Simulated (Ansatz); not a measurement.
The reference is TlBr in the CsCl type structure (space group Pm-3m, No. 221; a = 3.9145 Å).

The values are results of Ansatz (a first-principles code), PBEsol, PAW, cutoff 420 eV, spin-orbit coupling left out, not measurements.

Before the change:

| Quantity | Value |
|---|---|
| Band gap | 1.59 eV |
| Pressure | 0.00 GPa |

The change: every lattice vector is stretched by 2.50 %; the atoms relax in the strained cell.

Question: How does this affect the band gap?

Answer: The band gap rises by 0.207 eV, from 1.59 eV to 1.79 eV.

Question: How does this affect the pressure?

Answer: The pressure goes from zero to -1.65 GPa.

With Tl present, leaving out spin-orbit coupling can change the band edges. Whether these cells are dynamically stable was not tested.
